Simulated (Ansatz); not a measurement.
InP under load (space group F-43m), Ansatz (an electronic-structure program) with r2SCAN with spin-orbit coupling, rigid bands. Condition of this run: hydrostatic pressure of -1 GPa (compression positive) (the target of the relaxation). Band gap 1.00 eV, N_c = 5.83e17 cm⁻³ and N_v = 2.44e19 cm⁻³ at 300 K, conductivity masses of 0.0838 mₑ (electrons) and 0.568 mₑ (holes). Take k_BT = 0.02585 eV.

Task: What thermal injection velocity √(2k_BT/πm) limits a ballistic channel?

Result: 1.86e7 cm/s for electrons and 7.14e6 cm/s for holes, a ratio of √(m_h/m_e) = 2.60, for dilute carriers.

Task: A film of it is 8 nm thick. Estimate the confinement energies in an infinite well.

Result: ħ²π²/(2m t²) = 0.376 eV·nm²/(m/mₑ × t²) gives 70.1 meV for electrons and 10.3 meV for holes, so the gap would widen to about 1.08 eV. Finite barriers and nonparabolic bands lower this, and with several valleys or bands the heaviest mass along the normal sets the lowest level, not this average.

Task: Find the intrinsic carrier density and the intrinsic Fermi level.

Result: n_i = √(N_c N_v) exp(−E_g/2k_BT) = 3.77e18 × exp(−19.34) = 1.5e10 cm⁻³. The level lies (k_BT/2) ln(N_v/N_c) = 48 meV from mid-gap (positive towards the conduction band). Each 0.1 eV added to the gap lowers n_i by a factor of 6.9.

Rigid bands with the computed gap; masses take one relaxation time for all states. Geometry: cell and atoms relaxed with PBEsol.
